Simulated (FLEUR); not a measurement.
FLEUR run on CaSe (Fm-3m, 2 atoms in the cell): self-consistent single point.

Computed with PBE, all-electron FLAPW (FLEUR), scalar-relativistic valence in FLEUR.

The change in words: lattice scaled by 0.98. Reference geometry:
```
CaSe
1.0
    0.00000     3.04004     3.04004
    3.04004     0.00000     3.04004
    3.04004     3.04004     0.00000
Ca Se
1 1
Direct
  0.00000   0.00000   0.00000
  0.50000   0.50000   0.50000
```

Reference input (self-consistent single point, DFT, PBE, all-electron FLAPW (FLEUR), scalar-relativistic valence): Kmax = 4 1/bohr; GmaxXC = 20 1/bohr; xcFunctional = pbe; jspins = 1; l_soc = F; mode = hist; fermiSmearingEnergy = 0.0001 Htr; mesh (inpgen div1-3) = 6 6 6; inpgen gamma flag = true; Gmax = 20 1/bohr; numbands = 0; maxIterBroyd = 99. This run's input differs from it in these lines:

```diff
@@ -3,5 +3,5 @@
 &input film=f /
-0.0000000000 5.7448448976 5.7448448976
-5.7448448976 0.0000000000 5.7448448976
-5.7448448976 5.7448448976 0.0000000000
+-0.0000000000 5.6299476595 5.6299476595
+5.6299476595 -0.0000000000 5.6299476595
+5.6299476595 5.6299476595 -0.0000000000
 1.0
@@ -43,5 +43,5 @@
          <bravaisMatrix>
-            <row-1>    0.0000000000000000     5.7448448976000002     5.7448448976000002</row-1>
-            <row-2>    5.7448448976000002     0.0000000000000000     5.7448448976000002</row-2>
-            <row-3>    5.7448448976000002     5.7448448976000002     0.0000000000000000</row-3>
+            <row-1>    0.0000000000000000     5.6299476595000000     5.6299476595000000</row-1>
+            <row-2>    5.6299476595000000     0.0000000000000000     5.6299476595000000</row-2>
+            <row-3>    5.6299476595000000     5.6299476595000000     0.0000000000000000</row-3>
          </bravaisMatrix>
```

Output, abridged:

```
 Iteration:     1   Distance:       4.38335855 me/bohr^3
 Iteration:     2   Distance:       4.01243567 me/bohr^3
 Iteration:     3   Distance:       2.07403141 me/bohr^3
 Iteration:     4   Distance:       0.81246879 me/bohr^3
 Iteration:     5   Distance:       0.73320269 me/bohr^3
   [... 6 lines left out ...]
 Iteration:    12   Distance:       0.00101016 me/bohr^3
 Iteration:    13   Distance:       0.00009551 me/bohr^3
 Iteration:    14   Distance:       0.00003162 me/bohr^3
 Iteration:    15   Distance:       0.00000809 me/bohr^3
 Run finished successfully
 Stop message:
   Structural relaxation: Done

[file out, last iteration]
             iter=     16
[...]
          total density-effective poten   -4.9752594439E+03
          total charge density-energy d   -1.2429605265E+02
 Updated energy parameters for spin:           1
[...]
 fermi energy and band-weighting factors:

[...]
FERMIE:
          first approx. to ef    (T=0)  :   0.171585 htr   (energy of the highest occ. eigenvalue)
          number of occ. states  (T=0)  :        208
          first approx. to seigv (T=0)  : -21.038001 htr
          sum of weights of occ. states :  13.000000
          sum of semicore charge        :   0.000000 e
FERHIS:  Fermi-Energy by histogram:
          bandgap                     :   0.076514 htr
   [... lines left out ...]
          charge neutrality (T=0)     :   0.000000    (zero if the highest occ. eigenvalue is "entirely" occupied)
 Direct bandgap for spin            1 :   0.11006349966899678       Htr
 ---->    free energy=                     -3110.7856564263 htr
   [... lines left out ...]
      extrapolation for T->0
 ---->    total electron energy=           -3110.7856564263 htr
 ***** TOTAL FORCES ON ATOMS *****
 TOTAL FORCE FOR ATOM TYPE=  1  X=  0.000   Y=  0.000   Z=  0.000
                       FX_TOT= 0.000000 FY_TOT= 0.000000 FZ_TOT= 0.000000
 TOTAL FORCE FOR ATOM TYPE=  2  X=  5.630   Y=  5.630   Z=  5.630
                       FX_TOT= 0.000000 FY_TOT= 0.000000 FZ_TOT= 0.000000
 Structural relaxation: Done
```

The run converged in 15 iterations. FLEUR gives forces in its relaxation mode, with a further iteration, so its stop message speaks of a relaxation. Against the reference run the free energy goes down by 13.2 meV/atom and the gap on the mesh goes from 2.205 to 2.082 eV.

The starting cell comes from a database of computed structures (which also holds hypothetical and non-ambient phases and stackings), without a prior relaxation at this level. Its lattice was rescaled by a random factor within 2.5 % of one. For this run, on top of that: lattice scaled by 0.98. Values depend on the basis (sphere radii, cutoffs, local orbitals), which need not be converged.

Cost on one core of a shared machine: roughly 50 s.
